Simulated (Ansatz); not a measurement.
The reference is Ir in the fcc (Cu type) structure (space group Fm-3m, No. 225; a = 3.845 Å; relaxed with 0.1 eV smearing).

Level of theory: r2SCAN (Ansatz, a program for electronic structure), no spin-orbit coupling.

Base values:

- Pressure: 0.0 GPa

One thing is altered: every lattice vector is shortened by 3.00 %; the atoms relax in the strained cell.

Question: What happens to the energy relative to the base?

Answer: The energy goes up by 153 meV/atom.

Question: How does this affect the pressure?

Answer: The pressure goes from zero to 43.2 GPa.

No phonon test of stability was made. The final runs are not spin-polarised.
